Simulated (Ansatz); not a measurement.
Consider MgTe in the zinc blende structure (space group F-43m, No. 216; a = 6.438 Å). Axes: x, y, z lie along the cube axes.

Method: PBEsol, PAW, 420 eV (Ansatz, a first-principles code; scalar-relativistic without spin-orbit coupling), earlier PAW set.

Base values:

| Item | Result |
|---|---|
| Band gap | 2.35 eV |
| Electron mass | 0.16 mₑ (at Γ) |
| Valence-band top at Γ | 0.00, 0.00, 0.00 eV |

One thing is altered: tensor shear ε_yz = +0.55 % (engineering shear γ = 0.0110); the atoms relax in the strained cell.

**Question.** Predict the new band gap, electron mass and valence-band top at Γ.

**Answer.** The band gap drops by 0.04 eV (2.35 eV → 2.31 eV); the electron mass stays 0.16 mₑ (at Γ); the valence-band top at Γ (three highest levels, from the VBM) changes from 0.00, 0.00, 0.00 eV to 0.00, -0.03, -0.07 eV.

With Te present, leaving out spin-orbit coupling can change the band edges. Masses are band curvatures over ±0.01 Å⁻¹ around the edge. Whether these cells are dynamically stable was not tested.
